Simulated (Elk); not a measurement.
Input and output of a self-consistent single point for Ti₃In (I4/mmm, 4 atoms in the cell) (Elk).

Level of theory: PBEsol, all-electron FP-LAPW, Elk's shipped species files, default APW+lo basis in Elk.

```
CELL_PARAMETERS angstrom
     -2.01361     2.01361     4.30186
      2.01361    -2.01361     4.30186
      2.01361     2.01361    -4.30186
ATOMIC_POSITIONS crystal
  Ti 0.75000 0.25000 0.50000
  Ti 0.25000 0.75000 0.50000
  Ti 0.50000 0.50000 0.00000
  In 0.00000 0.00000 0.00000
```

Reference input (self-consistent single point, DFT, LDA (PW92), all-electron FP-LAPW, Elk's shipped species files, default APW+lo basis): swidth = 0.00367493 Ha; ngridk = 8 8 8; maxscl = 100. This run's input differs from it in these lines:

```diff
@@ -2,2 +2,5 @@
   0
+
+xctype
+  22
```

The program printed (abridged):

```
│ Self-consistent loop started │
│ Loop number : 1 │
 total energy                :     -8432.66072734
│ Loop number : 2 │
 total energy                :     -8432.96474705
RMS change in Kohn-Sham potential (target) :   0.2445508250     (  0.1000000000E-05)
Absolute change in total energy (target)   :   0.3040197063     (  0.1000000000E-03)
│ Loop number : 3 │
 total energy                :     -8433.10355898
RMS change in Kohn-Sham potential (target) :   0.2430991910     (  0.1000000000E-05)
Absolute change in total energy (target)   :   0.2148168611     (  0.1000000000E-03)
│ Loop number : 4 │
   [... lines left out ...]
Absolute change in total energy (target)   :   0.5104513693E-03 (  0.1000000000E-03)
│ Loop number : 15 │
 total energy                :     -8439.35079674
RMS change in Kohn-Sham potential (target) :   0.1806114344E-05 (  0.1000000000E-05)
Absolute change in total energy (target)   :   0.1422868590E-03 (  0.1000000000E-03)
│ Loop number : 16 │
 total energy                :     -8439.35080760
RMS change in Kohn-Sham potential (target) :   0.2286602232E-06 (  0.1000000000E-05)
Absolute change in total energy (target)   :   0.4643004650E-04 (  0.1000000000E-03)
Convergence targets achieved

│ Loop number : 17 │

Energies :
 Fermi                       :     0.297205610371
 total energy                :     -8439.35081073

Density of states at Fermi energy :    106.2697847
 (states/Hartree/unit cell)

Estimated indirect band gap :   0.1653181107E-02
 from k-point     32 to k-point     36
Estimated direct band gap   :   0.2604805440E-02
 at k-point     12

Charges :
 core                        :    60.00000000
 valence                     :    55.00000000
 interstitial                :    6.209094957
 muffin-tins (core leakage)
  species :    1 (Ti)
   atom    1                 :    20.35594918     (  0.5581402007E-09)
   atom    2                 :    20.35594918     (  0.5581402007E-09)
   atom    3                 :    20.35800612     (  0.5668443492E-09)
  species :    2 (In)
   atom    1                 :    47.72100056     (  0.1339973769E-03)
 total in muffin-tins        :    108.7909050
 total calculated charge     :    115.0118693
 total charge                :    115.0000000
 error                       :   0.1186934705E-01

│ Self-consistent loop stopped │
```

The run converged in 17 iterations. The count includes the last loop, which Elk runs after its targets are met. 

The starting cell comes from a database of computed structures (which also holds hypothetical and non-ambient phases and stackings), without a prior relaxation at this level. Its lattice was rescaled by a random factor within 2.5 % of one. Spin polarisation is off. Values depend on the basis (sphere radii, cutoffs, local orbitals), which need not be converged. The log's line on a gap gives a spacing of levels on this mesh, which the program prints for metals too.

Cost on one core of a shared machine: roughly 60 s.
